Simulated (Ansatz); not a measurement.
We consider cubic perovskite KNiF₃, described by PBEsol (Ansatz, a first-principles code, PAW).

Numerical settings: plane-wave cutoff 520 eV, 8×8×8 k mesh, Fermi–Dirac smearing 0.01 eV, spin-polarised with parallel moments, scalar-relativistic PAW data made under PBE.

Cell (relaxed at this level):

```
CELL_PARAMETERS angstrom
      4.00125     0.00000     0.00000
      0.00000     4.00125     0.00000
      0.00000     0.00000     4.00125
ATOMIC_POSITIONS crystal
  K  0.00000 0.00000 0.00000
  Ni 0.50000 0.50000 0.50000
  F  0.50000 0.00000 0.50000
  F  0.00000 0.50000 0.50000
  F  0.50000 0.50000 0.00000
```
Starting moments (μB, in the order of the record's atoms K Ni F F F): 0.0 2.0 0.0 0.0 0.0.

Problem. Predict the smallest direct gap on the k points sampled, direct gap at Γ, bulk modulus B0 and band gap.

Solution. 
smallest direct gap on the k points sampled: 0.77 eV
direct gap at Γ: 1.41 eV
bulk modulus B0: 85.3 GPa
band gap: 0.44 eV (indirect)

Note: the magnetic order was assumed, not searched for or taken from measurement; without U or exact exchange, gaps and moments of open d shells tend to come out too small.
